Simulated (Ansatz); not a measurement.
Consider this model of amorphous Ti$_{20}$O$_{43}$La$_{2}$.

```xyz
65
Lattice="9.3689 -0.0852 0.1268 -0.0852 9.1232 0.2190 0.1268 0.2190 9.5827" Properties=species:S:1:pos:R:3 pbc="T T T"
Ti     2.5462     6.1310     9.3086
Ti     7.7254     8.0740     6.0518
Ti     3.4429     2.5976     4.3491
Ti     7.2441     8.2425     9.1924
Ti     1.9579     5.1927     5.3501
Ti     8.4664     5.8132     7.6596
Ti     0.0601     3.6845     2.7169
Ti     8.4386     0.9544     1.2123
Ti     2.7575     8.0293     7.0709
Ti     1.8588     8.6737     1.0411
Ti     3.8934     6.2878     2.6135
Ti     5.0562     0.4060     1.8287
Ti     7.7678     2.4923     7.6325
Ti     7.9464     6.8501     2.7256
Ti     1.0571     3.2360     9.2810
Ti     7.6295     1.5724     4.2194
Ti     3.5566     3.3127     1.4746
Ti     1.0424     0.0995     4.2907
Ti     5.2355     0.4898     6.2191
Ti     4.2524     1.8575     8.6774
O      7.8823     1.1095     9.0644
O      8.7066     7.6870     7.6546
O      8.3640     8.1349     1.3747
O      4.2761     4.1731     3.0854
O      5.1054     2.4332     0.6079
O      8.5050     7.5224     4.2785
O      3.3289     4.0465     5.6645
O      8.6549     2.9311     0.9930
O      4.2324     8.1498     5.9486
O      3.7887     1.7652     2.6460
O      1.7130     3.4440     1.7199
O      6.4194     8.6029     7.4688
O      2.9155     6.2021     4.0974
O      7.4525     3.4047     3.4386
O      1.4485     8.7267     2.8353
O      2.9778     3.1638     9.0186
O      2.4949     6.8192     1.4812
O      7.5375     2.7016     5.8157
O      6.2692     6.0483     2.9021
O      4.0357     5.0934     0.7891
O      3.5278     0.3844     0.4785
O      8.8720     0.5220     5.4807
O      1.8957     7.9202     8.9164
O      6.8280     0.9979     2.3788
O      1.0353     4.1034     4.2015
O      7.3880     6.4080     9.3975
O      3.5638     0.6577     7.4008
O      0.5266     5.4232     6.5368
O      0.8825     1.0681     0.4061
O      6.5568     0.0842     4.8340
O      3.2009     6.2761     7.5827
O      5.7390     1.9945     7.6146
O      7.4216     4.1579     8.1980
O      2.1865     1.4046     4.8298
O      1.0170     5.1587     9.1274
O      0.2701     2.7560     7.7620
O      8.8524     5.3224     2.3176
O      9.2194     1.5534     3.1856
O      5.0077     2.0935     5.0476
O      5.7229     8.4809     0.6154
O      4.4990     8.0636     2.9112
O      1.5377     7.9394     5.7409
O      7.2678     6.1381     6.2376
La     6.6433     4.3036     1.0598
La     6.0300     4.4914     5.0124
```

Level of theory: PBE, scalar-relativistic without spin-orbit coupling (plane waves to 420 eV, PAW; Ansatz, a first-principles code).

Preparation: random packing, a CHGNet melt and quench, and a DFT relaxation. O atoms were pushed apart under 1.9 Å during the dynamics, to hinder bonds among them. The hot cell started wider than the set density and was brought back towards it in steps. It is the lowest in DFT energy of 2 quenches. It is a model cell: composition and starting density were chosen by hand, and all elements were melted together. No dispersion term was used. Its density started from a set value of 3.90 and ended at 3.90 g/cm³. The quench (nominally 240 K/ps over its main leg) was far faster than any real one, so the model tends to hold more defects than a real film. A cell of this size samples the disorder only roughly. The volume was held where the preparation left it and the shape relaxed, at a PBE pressure of 0.9 GPa. Stress components on the final sampling reach 0.9 GPa.

Neighbours within Ti-Ti 3.12 Å, Ti-O 2.54 Å, Ti-La 3.54 Å, O-O 1.58 Å, O-La 3.00 Å, La-La 3.96 Å count as bonded. Two cations that share two anions don't count as bonded, nor two that share one unless they lie closer than Ti-Ti 3.04 Å, Ti-La 3.45 Å, La-La 3.85 Å.

**Question.** Give the coordination numbers, mean bond lengths and angles.

**Answer.** 
* **Mean coordination of Ti by anions**: 5.45 (2 with 4, 7 with 5, 11 with 6)
* **Mean coordination of O**: 2.88 (12 with 2, 24 with 3, 7 with 4)
* **Mean coordination of La by anions**: 7.50 (1 with 7, 1 with 8)
* **Mean Ti-O bond**: 1.964 Å (spread 0.138 Å, 109 counted)
* **Mean O-La bond**: 2.563 Å (spread 0.139 Å, 15 counted)
* **Bond angle at Ti**: mean 104.7°, spread 27.8°
* **Bond angle at O**: mean 115.3°, spread 20.3°
* **Bond angle at La**: mean 98.4°, spread 30.1°

**Question.** List the pairs of like atoms that count as bonded by the rules above.

**Answer.** There are none by these rules.
